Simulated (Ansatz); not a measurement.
The parent structure is SiSe$_{2}$ (space group Ibam, No. 72; a = 6.299 Å, b = 9.307 Å, c = 5.856 Å; made of chains). Axes: x, y, z lie along a, b, c of the conventional cell.

Levels (all Ansatz, a quantum-chemistry and plane-wave program, PAW, earlier PAW set): PBEsol (420 eV, no spin-orbit coupling); HSE06 (420 eV, no spin-orbit coupling).

Its gap is 1.66 eV with PBEsol and 2.65 eV with HSE06.

The change: biaxial strain +1.13 %, plane normal [001], relaxed out of plane (Cartesian); in-plane vectors clamped, the third vector and the atoms free.

With PBEsol the gap becomes 1.72 eV.

Task: If the HSE06 correction stayed the same, what would the HSE06 gap be, and what does the HSE06 run give?

Result: A rigid correction of +0.99 eV gives 2.71 eV. The HSE06 run gives 2.71 eV, so the two effects roughly add.

A biaxial case was relaxed in a doubled cell and then solved in the primitive one. Single points use the geometry relaxed with PBEsol. HSE06 was sampled on its mesh, a few special points and the semilocal edge points, so its gap is an upper bound. No phonon test of stability was made. No dispersion term is included in the PBEsol runs.
